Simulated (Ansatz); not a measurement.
Take AlN in the zinc blende structure (space group F-43m, No. 216; a = 4.403 Å) as the base.

All numbers come from PBE, PAW, 420 eV (Ansatz, an electronic-structure program; no SOC).

It is then changed as follows: the cell is scaled by 0.9900 in all directions, atoms relaxed at fixed cell.

Q: What happens to the mean gap deformation potential ΔEg/Δln V?

A: The mean gap deformation potential ΔEg/Δln V amounts to -0.6 eV.

Q: Predict the new energy relative to the base.

A: The energy rises by 6.0 meV/atom.

The cells carry an imposed strain or load. Whether these cells are dynamically stable was not tested. This is not the structure that AlN has at room temperature and ambient pressure.
